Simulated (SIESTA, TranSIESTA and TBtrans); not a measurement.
Run with TranSIESTA and TBtrans (open boundaries, self-consistent; PseudoDojo norm-conserving potentials, scalar-relativistic): Spin polarized, PAO.BasisSize DZP, PAO.EnergyShift 0.15 eV, XC.Authors PBE, Mesh.Cutoff 200 Ry, ElectronicTemperature 300 K, TS.Voltage 0.0 eV, TBT.Elecs.Eta 0.001 eV.

Device: Ir chain with one bond stretched by 1.0 Å. Leads: straight Ir chain, spacing 2.3 Å. Geometry: as built, not relaxed.

### Question
Give the largest eigenchannel transmissions at the Fermi level (four at most) and the total.

### Answer
Up: 0.86, 0.13, 0.13, 0.020 (total 1.14); down: 0.80, 0.14, 0.14, 0.052 (total 1.22). The magnetic order of the leads was set by the start, and no other order was tried; the separate lead runs end at 0.77 (left) and 0.77 (right) μB an atom. The straight chain is held at its spacing; free chains may zigzag or dimerise. Spin-orbit coupling, left out here, matters for the heavy atoms.
